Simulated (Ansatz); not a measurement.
**Si₃P₄ (model structure, started from the beta Si3N4 type, P6₃/m, No. 176, 14 atoms in the cell)**

Computed with r²SCAN in Ansatz (plane waves, PAW).

Run with plane-wave cutoff 560 eV, 6×6×16 k mesh (along the axes of the cell as run), Fermi–Dirac smearing 0.05 eV, scalar-relativistic PAW data made under PBE.

Cell (relaxed at this level):

```cif
data_P8Si6
_chemical_formula_sum 'Si6 P8'
_space_group_name_H-M_alt 'P63/m'
_space_group_IT_number 176
_space_group_name_Hall '-P 6c'
_cell_length_a 9.76687
_cell_length_b 9.76687
_cell_length_c 3.64310
_cell_angle_alpha 90.000
_cell_angle_beta 90.000
_cell_angle_gamma 120.000
loop_
_atom_site_label
_atom_site_type_symbol
_atom_site_symmetry_multiplicity
_atom_site_Wyckoff_symbol
_atom_site_fract_x
_atom_site_fract_y
_atom_site_fract_z
_atom_site_occupancy
Si1 Si 6 h 0.23244 0.40486 0.25000 1
P1 P 6 h 0.35797 0.02354 0.25000 1
P2 P 2 c 0.33333 0.66667 0.25000 1
```

| Quantity | Result |
|---|---|
| band gap | 0.19 eV (direct) |

Note: the relaxation could raise the start's symmetry but not lower it, so the cell can be a saddle point.

The result took about 2.1 core-minutes (a rough figure).

A model structure was made by putting elements into a prototype or built by hand; it is no filed structure, need not be a known phase, and can be a saddle point held by its symmetry.

Ansatz is a first-principles code.
